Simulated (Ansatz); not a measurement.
Take HfSi2 (space group Cmcm, No. 63; a = 3.6503 Å, b = 14.3497 Å, c = 3.6352 Å) as the base.

Computed with PBEsol/PAW in Ansatz (a quantum-chemistry and plane-wave program), scalar-relativistic without spin-orbit coupling.

One change was made to it. Results:

```tsv
quantity	base	after
band gap	zero	zero
volume per atom	15.87 Å³	13.51 Å³
```

Task: Name the change that was made.
A) pressure 30 GPa
B) pressure 15 GPa
C) pressure −2 GPa
D) pressure 7 GPa
E) pressure −1 GPa

Result: A, pressure 30 GPa. For comparison, the volume per atom in the other runs: pressure 15 GPa gives 14.47 Å³; pressure −2 GPa gives 16.11 Å³; pressure 7 GPa gives 15.14 Å³; pressure −1 GPa gives 15.99 Å³.

Load acts through the strain it causes; cell and atoms are relaxed under it. Stability against distortions was not tested. No other phases were tried under pressure. The final runs are not spin-polarised.
